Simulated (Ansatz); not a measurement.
Consider SiC in the zinc blende structure (space group F-43m, No. 216; a = 4.3569 Å).

All numbers come from PBEsol, PAW, 420 eV (Ansatz, an electronic-structure program; spin-orbit coupling left out).

Before the change:

```
Item                    Value
-------------------  --------
Lattice parameter a  435.7 pm
Band gap              1.24 eV
```

Now apply this change: cell and atoms relaxed at a pressure of 30 GPa.

What happens to the lattice parameter a and band gap?

The lattice parameter a falls by 15.64 pm, from 435.7 pm to 420.0 pm; the band gap shrinks by 0.106 eV (1.24 eV → 1.14 eV).

Load acts through the strain it causes; cell and atoms are relaxed under it. No phonon test of stability was made. No other phases were tried under pressure.
